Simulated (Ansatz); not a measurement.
PbS, pressure series

Take PbS in the rock salt structure (space group Fm-3m, No. 225; a = 5.903 Å) as the base.

Cell and atoms are relaxed at each pressure.

Calculations: Ansatz (a program for electronic structure) PBEsol, without spin-orbit coupling.

```csv
pressure (GPa),volume per atom (Å³/atom)
-2,26.660
-1,?
0,25.707
0.3,25.580
0.7,25.416
1.5,25.104
3,24.556
10,22.615
```

Fit the third-order Birch–Murnaghan form P(V) = (3B₀/2)[(V₀/V)^(7/3) − (V₀/V)^(5/3)]·[1 + (3/4)(B₀′ − 4)((V₀/V)^(2/3) − 1)] (squares taken in P) to the rows shown and predict the withheld row.

Least squares on the printed values gives V₀ = 25.709 Å³/atom, B₀ = 59.5 GPa, B₀′ = 4.2; this predicts 26.162 Å³/atom, and the run gives 26.165 Å³/atom, 0.003 higher.

Load acts through the strain it causes; cell and atoms are relaxed under it. Whether these cells are dynamically stable was not tested. Competing high-pressure phases were not computed. All final runs are without spin polarisation.
